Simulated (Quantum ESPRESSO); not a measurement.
A self-consistent single point of TiSi2 (Cmcm, 6 atoms in the cell) with Quantum ESPRESSO.

Method of the run: PBE, PseudoDojo standard norm-conserving (PBE) pseudopotentials (plane waves; Quantum ESPRESSO).

The change in words: lattice scaled by 0.98. Reference geometry:
```
CELL_PARAMETERS angstrom
      1.77570    -6.79984     0.00000
      1.77570     6.79984     0.00000
      0.00000     0.00000     3.58656
ATOMIC_POSITIONS crystal
  Ti 0.89688 0.10312 0.75000
  Ti 0.10312 0.89688 0.25000
  Si 0.55825 0.44175 0.75000
  Si 0.44175 0.55825 0.25000
  Si 0.24969 0.75031 0.75000
  Si 0.75031 0.24969 0.25000
```

Reference input (self-consistent single point, DFT, PBE, plane waves, PseudoDojo standard norm-conserving (PBE) pseudopotentials): ecutwfc = 85 Ry; occupations = smearing; smearing = gauss; degauss = 0.0147 Ry; potentials = {Ti: Ti.upf, Si: Si.upf}; K_POINTS = automatic 7 7 7 0 0 0; conv_thr = 1e-10 Ry; mixing_beta = 0.5. This run's input differs from it in these lines:

```diff
@@ -35,5 +35,5 @@
 CELL_PARAMETERS {angstrom}
-   1.7756960000    -6.7998360000     0.0000000000
-   1.7756960000     6.7998360000     0.0000000000
-   0.0000000000     0.0000000000     3.5865610000
+   1.7401820000    -6.6638390000     0.0000000000
+   1.7401820000     6.6638390000     0.0000000000
+   0.0000000000     0.0000000000     3.5148300000
```

Output (repeated stretches shortened):

```
     Self-consistent Calculation

     iteration #  1     ecut=    85.00 Ry     beta= 0.50

---- Real-time Memory Report at c_bands before calling an iterative solver
           255 MiB given to the printing process from OS
           226 MiB allocation reported by mallinfo(arena+hblkhd)
------------------

     Threshold (ethr) on eigenvalues was too large:
     Diagonalizing with lowered threshold

---- Real-time Memory Report at c_bands before calling an iterative solver
           265 MiB given to the printing process from OS
           236 MiB allocation reported by mallinfo(arena+hblkhd)
------------------

   [... lines left out ...]

---- Real-time Memory Report at c_bands before calling an iterative solver
           305 MiB given to the printing process from OS
           258 MiB allocation reported by mallinfo(arena+hblkhd)
------------------

     total energy              =    -271.51430646 Ry
     estimated scf accuracy    <          1.4E-10 Ry

     iteration # 14     ecut=    85.00 Ry     beta= 0.50

---- Real-time Memory Report at c_bands before calling an iterative solver
           305 MiB given to the printing process from OS
           258 MiB allocation reported by mallinfo(arena+hblkhd)
------------------
     End of self-consistent calculation

     the Fermi energy is    13.6324 ev

!    total energy              =    -271.51430646 Ry
     estimated scf accuracy    <          4.6E-11 Ry
     smearing contrib. (-TS)   =      -0.00215158 Ry
     internal energy E=F+TS    =    -271.51215489 Ry

     convergence has been achieved in  14 iterations

     Forces acting on atoms (cartesian axes, Ry/au):

     atom    1 type  1   force =     0.00000000   -0.00530145   -0.00000000
     atom    2 type  1   force =     0.00000000    0.00530145    0.00000000
     atom    3 type  2   force =     0.00000000   -0.01344553   -0.00000000
     atom    4 type  2   force =     0.00000000    0.01344553   -0.00000000
     atom    5 type  2   force =    -0.00000000    0.00095075   -0.00000000
     atom    6 type  2   force =     0.00000000   -0.00095075   -0.00000000

     Total force =     0.020484     Total SCF correction =     0.000048

          total   stress  (Ry/bohr**3)                   (kbar)     P=       86.09
   0.00058924  -0.00000000   0.00000000           86.68       -0.00        0.00
  -0.00000000   0.00049622   0.00000000           -0.00       73.00        0.00
   0.00000000   0.00000000   0.00067020            0.00        0.00       98.59

   JOB DONE.
```

The run converged in 14 iterations. Against the reference run the free energy goes up by 19.7 meV/atom, the pressure goes from -0.69 to 8.61 GPa and the largest force goes from 0.124 to 0.346 eV/Å.

The starting cell comes from a database of computed structures (which also holds hypothetical and non-ambient phases and stackings), without a prior relaxation at this level. Its lattice was rescaled by a random factor within 2.5 % of one. For this run, on top of that: lattice scaled by 0.98. Spin polarisation is off. With a pressure of about 9 GPa the cell is away from its equilibrium volume at this level.

Cost on one core of a shared machine: roughly 4 min.
